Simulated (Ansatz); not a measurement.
Base system: Al in the fcc (Cu type) structure (space group Fm-3m, No. 225; a = 3.9839 Å; relaxed with 0.1 eV smearing). Axes: x, y, z lie along the cube axes.

Calculations: LDA/PAW in Ansatz (a program for electronic structure), without spin-orbit coupling.

Base values:

```
Property                        Result
-----------------------------  -------
Shortest interatomic distance  2.817 Å
```

Now apply this change: the cell is compressed by 1.50 % along z with no lateral relaxation; the atoms relax in the strained cell.

### Question
What happens to the shortest interatomic distance?

### Answer
The shortest interatomic distance shrinks by 0.021 Å (2.817 Å → 2.796 Å).

### Question
What does the calculation give for the stress after the change?

### Answer
The stress (xx, yy, zz, yz, xz, xy; compression positive) is (1.1, 1.1, 1.8, 0.0, 0.0, 0.0) GPa.

### Question
Predict the new energy relative to the base.

### Answer
The energy grows by 1.3 meV/atom.

Whether these cells are dynamically stable was not tested.
